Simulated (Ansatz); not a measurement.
Cell and atoms of amorphous Si24O48Al:

```xyz
73
Lattice="10.5435 -0.1839 -0.0618 -0.1839 10.6902 0.1083 -0.0618 0.1083 9.9252" Properties=species:S:1:pos:R:3 pbc="T T T"
Si     8.5241    10.3735     8.2153
Si     8.5453     1.8579     3.8166
Si     7.9495     9.3532     3.3517
Si     5.3776     5.3288     2.9475
Si     6.1217     8.6689     8.5393
Si     1.1001     1.4295     4.1077
Si     6.9966     9.4387     6.0597
Si     1.9937     2.5009     9.2810
Si    -0.0908     9.8858     2.4135
Si     6.9980     7.3762     1.2920
Si     9.0210     5.0553     0.5216
Si     3.7178     2.7877     4.3861
Si     2.3614     0.9289     6.7402
Si     5.8820     4.5668     5.9836
Si     2.4911     6.0690     3.5875
Si     3.3058     9.7030     9.0722
Si    10.2318     0.4145     9.7129
Si    10.3513     4.1734     3.2929
Si     1.7267     7.7437     1.1236
Si     3.0012     5.2228     6.2993
Si     4.6988     1.5785     9.7232
Si     0.4268     4.7965     8.2076
Si     8.7760     3.9893     5.8841
Si     6.8872     3.1137     1.3488
O      0.7253     9.0033     1.3653
O      5.1746     1.4899     8.2112
O      7.2947     8.8724     1.9318
O      9.8713     9.7001     8.9324
O      9.9061     5.4679     9.1241
O      5.9126     5.1868     4.4650
O      4.6055     5.3086     6.7927
O      5.7162     2.9792     6.0045
O      1.2526     4.9974     3.5139
O      9.4843     8.8001     3.2930
O      1.2124     1.1572     0.0217
O      7.4754     4.7886     6.4680
O      6.1623    -0.0220     5.9026
O      6.6190     8.1779     7.0611
O      2.7427     6.4203     5.1647
O      8.3872     2.4506     5.3307
O      9.9960     3.9687     6.9741
O      2.3125     2.2944     3.5662
O      3.6674     1.1807     5.7810
O      2.1416     2.2166     7.6956
O      2.8742     3.8056     5.5134
O      5.8313     4.1771     1.9186
O      6.2361     7.5979     9.7508
O      1.0457     3.8127     9.3621
O      7.1658     8.7205     4.6056
O     10.2721     2.3282     3.5766
O      5.9625     6.7231     2.3482
O      4.5848     9.0869     8.3019
O      7.8050     2.6418     2.6342
O      6.0441     1.8658     0.7449
O      9.8983     4.4479     1.7823
O      9.3564     4.6741     4.4751
O      2.2276     7.3992     2.6723
O      1.7771     5.4192     7.4391
O      4.0620     0.0069     0.1500
O      2.3408    10.3153     7.8554
O      7.1085     9.9330     8.9147
O      1.0307     0.0631     3.2801
O      3.5213     2.5557     0.0438
O      1.0761     0.9938     5.6842
O      8.3459     6.4522     1.0610
O      2.6827     8.4402     9.9110
O      9.7692     0.0680     1.3218
O      7.8775     3.8870     0.2746
O      3.7559     5.3313     2.8982
O      8.2868     0.2853     3.6223
O      8.4476    10.0588     6.6255
O      9.1108     1.1920     8.7435
Al     5.3234     1.3680     6.5025
```

Method: PBE, scalar-relativistic without spin-orbit coupling (plane waves to 420 eV, PAW; Ansatz, a first-principles code). The usual formal charges leave 3 electrons over, so the level spacing at the Fermi energy parts defect or band states and needn't be the band gap. In the spin-polarised cell the level spacing at the Fermi energy can part levels of unlike spin.

It comes from a melt-quench run on a machine-learned potential (CHGNet), relaxed afterwards by DFT. O atoms were pushed apart under 1.9 Å during the dynamics, to hinder bonds among them. The hot cell started wider than the set density and was brought back towards it in steps. It is the lowest in DFT energy of 2 quenches. It is a model cell: composition and starting density were chosen by hand, and all elements were melted together. No dispersion term was used. Its density started from a set value of 2.23 and ended at 2.18 g/cm³. Cooling (nominally 400 K/ps over its main leg) ran many orders faster than in experiment, which tends to leave more defects and strain. One small periodic cell is one sample of the glass; other quenches scatter about these values. Volume and shape were free in the relaxation. Stress components on the final sampling reach 0.7 GPa. Cycles of charging lowered its energy after that relaxation.

Neighbours within Si-Si 2.60 Å, Si-O 2.24 Å, Si-Al 2.55 Å, O-O 1.58 Å, O-Al 2.24 Å, Al-Al 2.66 Å count as bonded. Two cations that share two anions don't count as bonded, nor two that share one unless they lie closer than Si-Si 2.38 Å, Si-Al 2.48 Å, Al-Al 2.59 Å.

Problem. Give the coordination numbers, mean bond lengths and angles.

Solution. 
The mean coordination of Si by anions is 3.92 (2 with 3, 22 with 4). The mean coordination of O comes out as 2.04 (46 with 2, 2 with 3), the mean coordination of Al by anions is 4.00 (1 with 4) and the mean Si-O bond is 1.651 Å (spread 0.066 Å, 94 counted). The mean O-Al bond is 1.749 Å (spread 0.039 Å, 4 counted) and the bond angle at Si is mean 109.1°, spread 6.4°. The bond angle at O is mean 134.8°, spread 18.6° and the bond angle at Al is mean 109.2°, spread 7.8°.

Problem. Which atoms depart from the most common coordination of their element?

Solution. Si12 has 3 (O42 1.70 Å, O45 1.74 Å, O43 2.13 Å); Si19 has 3 (O25 1.63 Å, O66 1.64 Å, O57 1.66 Å); O43 has 3 (Si13 1.64 Å, Al73 1.82 Å, Si12 2.13 Å); O50 has 3 (Si2 1.81 Å, Si6 1.81 Å, Si18 1.87 Å).

Problem. List the pairs of like atoms that count as bonded by the rules above.

Solution. There are none by these rules.
